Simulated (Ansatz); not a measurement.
Worked example: relaxation of the atoms of CsHg (P1, 8 atoms in the cell) in Ansatz (a quantum-chemistry and plane-wave program).

Method: LDA (PW92), PAW files made with PBE (plane waves; Ansatz).

The change in words: atoms moved at random; relax: default → atoms; relax.f_tol: default → 0.005 eV/Å. Reference geometry:
```
CsHg
1.0
    7.17696     0.00000     0.00000
   -0.22672     7.51247     0.00000
   -1.79163    -2.38048     6.99534
Cs Hg
4 4
Direct
  0.75721   0.34052   0.55139
  0.24279   0.65948   0.44861
  0.31213   0.21193   0.86098
  0.68787   0.78807   0.13902
  0.81114   0.89539   0.71290
  0.18886   0.10461   0.28710
  0.13512   0.75270   0.94632
  0.86488   0.24730   0.05368
```

Reference input (self-consistent single point, DFT, LDA (PW92), plane waves, PAW files made with PBE): basis.ecutwfc = 30.9 Ry; kpoints.mp_grid.grid = 3 3 3; hamiltonian.xc = lda; hamiltonian.pseudopotentials = {kind: paw} (the program's default PAW files); scf.occupations.method = gaussian; scf.occupations.width = 0.0073 Ry. This run's input differs from it in these lines:

Ansatz 0.2 input:
```diff
@@ -7,10 +7,10 @@
   atoms:
-    - { symbol: Cs, position_ang: [4.36938038, 1.24557231, 3.85715942] }
-    - { symbol: Cs, position_ang: [0.78923662, 3.88641569, 3.13817858] }
-    - { symbol: Cs, position_ang: [0.64954124, -0.45742963, 6.02284611] }
-    - { symbol: Cs, position_ang: [4.50907576, 5.58941763, 0.97249189] }
-    - { symbol: Hg, position_ang: [4.34126914, 5.02954490, 4.98697646] }
-    - { symbol: Hg, position_ang: [0.81734786, 0.10244310, 2.00836154] }
-    - { symbol: Hg, position_ang: [-0.89635281, 3.40193844, 6.61982826] }
-    - { symbol: Hg, position_ang: [6.05496981, 1.73004956, 0.37550974] }
+    - { symbol: Cs, position_ang: [4.38699785, 1.26524343, 3.87732698] }
+    - { symbol: Cs, position_ang: [0.80156983, 3.86446238, 3.16328485] }
+    - { symbol: Cs, position_ang: [0.62111722, -0.46334686, 6.03559861] }
+    - { symbol: Cs, position_ang: [4.49879577, 5.58874205, 0.93456317] }
+    - { symbol: Hg, position_ang: [4.35709944, 5.04051687, 4.98237353] }
+    - { symbol: Hg, position_ang: [0.81380931, 0.11466824, 1.97365067] }
+    - { symbol: Hg, position_ang: [-0.91320883, 3.37601354, 6.62609608] }
+    - { symbol: Hg, position_ang: [6.06827823, 1.74165749, 0.38846511] }
 basis:
@@ -29,2 +29,4 @@
     width: 0.0073 Ry
+relax:
+  f_tol: 0.005
 output:
```

Output (repeated stretches shortened):

```
   [... SCF lines of the steps left out ...]
relax step   1: F+E_penalty+E_count = -76117.79970711 eV  Δ(F+E_penalty+E_count) = +0.000e0 eV  max|allowed force component| = 1.784e-1 eV/Å  Δτ_max = 0.0000 Å  (10 SCF iters, dr2 threshold 6.25e-7 eV, accepted)
relax step   2: F+E_penalty+E_count = -76117.81255858 eV  Δ(F+E_penalty+E_count) = -1.285e-2 eV  max|allowed force component| = 1.264e-1 eV/Å  Δτ_max = 0.0231 Å  (5 SCF iters, dr2 threshold 1.99e-6 eV, accepted)
relax step   3: F+E_penalty+E_count = -76117.82609732 eV  Δ(F+E_penalty+E_count) = -1.354e-2 eV  max|allowed force component| = 8.173e-3 eV/Å  Δτ_max = 0.0757 Å  (7 SCF iters, dr2 threshold 9.99e-7 eV, accepted)
relax step   4: F+E_penalty+E_count = -76117.82641418 eV  Δ(F+E_penalty+E_count) = -3.169e-4 eV  max|allowed force component| = 3.522e-3 eV/Å  Δτ_max = 0.0275 Å  (7 SCF iters, accepted)
relax step   5: F+E_penalty+E_count = -76117.82645021 eV  Δ(F+E_penalty+E_count) = -3.603e-5 eV  max|allowed force component| = 1.185e-3 eV/Å  Δτ_max = 0.0065 Å  (6 SCF iters, accepted)
Free energy (F): -76117.826450 eV
Internal energy: -76117.793936 eV  (E = F + TS)
E sigma→0 (E₀):  -76117.810193 eV
Entropy (-TS):   -0.032514 eV (-4.064 meV/atom)
Fermi energy:    6.795268 eV
--- Forces (eV/Å), atoms counted from 1 ---
  atom   1  Cs     0.00007233     0.00091502    -0.00005480
  atom   2  Cs     0.00043416    -0.00076117    -0.00000552
  atom   3  Cs    -0.00097722     0.00075369     0.00044154
  atom   4  Cs    -0.00004492    -0.00062547    -0.00012256
  atom   5  Hg     0.00026512    -0.00118762     0.00007518
  atom   6  Hg    -0.00059172     0.00055106    -0.00013975
  atom   7  Hg    -0.00022672    -0.00035589    -0.00030137
  atom   8  Hg     0.00100361     0.00068809     0.00014092
--- Stress (GPa, compression-positive) ---
       -0.826541      -0.053945       0.031033
   [... lines left out ...]
    - { symbol: Hg, position: [0.8262254829594802, 0.8967975956570646, 0.7183051615351378] }
    - { symbol: Hg, position: [0.17386400006497463, 0.10330274428641421, 0.28171302744526816] }
    - { symbol: Hg, position: [0.13405066528936083, 0.7585345248797613, 0.9523383124791809] }
    - { symbol: Hg, position: [0.8659174431446856, 0.2414672707509489, 0.04772294106375956] }
```

The run converged. 

Summary of the result:
```
Item                                                     Result
-----------------------------------------------  --------------
Free energy E − TS (on the zero of these files)  -76117.8265 eV
Fermi level (on the code's own zero)                    6.80 eV
Pressure                                              -0.92 GPa
Largest force (vector length)                        0.001 eV/Å
Relaxation steps                                              5
```

The starting cell comes from a database of computed structures (which also holds hypothetical and non-ambient phases and stackings), without a prior relaxation at this level. Its lattice was rescaled by a random factor within 2.5 % of one. For this run, on top of that: atoms moved at random. Ansatz's pressure includes its estimate of the finite-basis (Pulay) stress.

Cost on one core of a shared machine: roughly 2 min.
